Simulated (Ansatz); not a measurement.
A constructed model of the (111) surface of fcc Ag, a layer of Rh in place of the third plane (bottom of the slab: a bare face, its two planes held)

All values below come from PBE (plane waves to 420 eV, PAW; Ansatz, a quantum-chemistry and plane-wave program).

Set-up: 6 atoms, 11.9 Å thick at the start with caps and adatoms (thin: gaps and levels are the slab's own); mesh 15x15x1; 0.1 eV smearing; dipole correction on; 2 atoms held, the rest relaxed; held to the start's symmetry, so lower structures may exist; no spin, no spin-orbit, no U. In PBE it is, or lies within 0.01 eV a 1x1 cell of, the lowest of the 2 structures of its composition computed so far; subsurface sites and larger cells were not tried.

The work function of the top face is 4.35 eV and the energy released by relaxation is 0.059 eV. The cost is very roughly 2.3 core-minutes.
